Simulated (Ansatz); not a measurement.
# A computed series for BaTiO3: response to strain

Consider BaTiO3 (space group R3m, No. 160).

```
BaTiO3
1.0
    2.84011     1.63974     2.33159
   -2.84011     1.63974     2.33159
    0.00000    -3.27947     2.33159
Ba Ti O
1 1 3
Cartesian
  0.00000   0.00000   0.00887
  0.00000   0.00000   3.60014
 -1.39299   0.80424   4.55857
  0.00000  -1.60849   4.55857
  1.39299   0.80424   4.55857
```

Cartesian axes are those of the cell as printed.

Strains are applied to the cell and any free atomic positions relax; under biaxial strain the out-of-plane vector relaxes too.

Computed with r2SCAN (Ansatz, a program for electronic structure), spin-orbit coupling left out, earlier PAW set.

Notes on the quantities. pressure: mean of the normal stresses, compression positive.

```json
[
 {"case": "base", "band gap": "2.87 eV", "volume per atom": "13.03 Å³", "smallest direct gap": "3.24 eV", "pressure": "0.00 GPa"},
 {"case": "biaxial strain −0.66 %, plane normal [001], relaxed out of plane", "band gap": "2.82 eV", "volume per atom": "12.88 Å³", "smallest direct gap": "3.16 eV", "pressure": "1.49 GPa"},
 {"case": "biaxial strain +0.40 %, plane normal [001], relaxed out of plane", "band gap": "2.89 eV", "volume per atom": "13.12 Å³", "smallest direct gap": "3.28 eV", "pressure": "-0.84 GPa"},
 {"case": "uniaxial strain ε_xx = +5.80 %", "band gap": "2.95 eV", "volume per atom": "13.79 Å³", "smallest direct gap": "3.47 eV", "pressure": "-5.33 GPa"},
 {"case": "tensor shear ε_yz = −2.45 %", "band gap": "2.52 eV", "volume per atom": "13.02 Å³", "smallest direct gap": "3.02 eV", "pressure": "0.46 GPa"}
]
```

Whether these cells are dynamically stable was not tested. All final runs are without spin polarisation. This is not the structure that BaTiO3 has at room temperature and ambient pressure.
